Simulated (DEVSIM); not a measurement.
Device: Schottky contact on n-type Si, at 300 K.

Layer 1 from the left is Si, thickness (μm) 1.40, Nd (cm⁻³) 1.5e15, τn (s) 0.00036, τp (s) 0.00036.

Left contact: Schottky, work function 4.72 eV, emission velocity 5.1e6 cm/s. Right contact: ohmic. Voltage is applied to the left contact. Recombination: SRH at mid-gap. Mobility is μmin + (μ − μmin)/(1 + (N/Nref)^α).

The device is made up for the run: typed textbook-type constants, with dimensions and the other settings drawn at random. Values at 300 K.

Si: gap (eV) 1.124, affinity (eV) 4.05, permittivity 11.7, Nc (cm⁻³) 2.86e19, Nv (cm⁻³) 3.1e19, μn (cm²/Vs) 1417, μp (cm²/Vs) 470, μn,min 52, μp,min 45, Nref,n 9.7e16, Nref,p 2.2e17, αn 0.68, αp 0.72.

Q: Estimate by hand the built-in potential, the peak field at zero bias, the capacitance at -1.5 V, and compare with a numerical solution.

A: 
- Built-in potential: barrier φB = 0.670 eV; Vbi = φB − kT/q ln(N_band/N) = 0.415 V; numerical 0.415 V.
- Peak field at zero bias: depletion approximation: W = √(2εVbi/(qN)) = 0.598 μm with N = 1.50e15 cm⁻³; field = 2Vbi/W = 13900 V/cm; numerical 13400 V/cm (estimate above by 3.3 %).
- Capacitance at -1.5 V: C = √(qεN / 2(Vbi + |V|)) = 8.06 nF/cm²; numerical 8.19 nF/cm² (estimate below by 1.5 %).

Model (solved in DEVSIM): 1D drift-diffusion, Boltzmann statistics, complete ionisation; no tunnelling, impact ionisation, image-force lowering or self-heating. Metal contacts follow the ideal Schottky-Mott rule: no Fermi-level pinning, no interface dipoles.
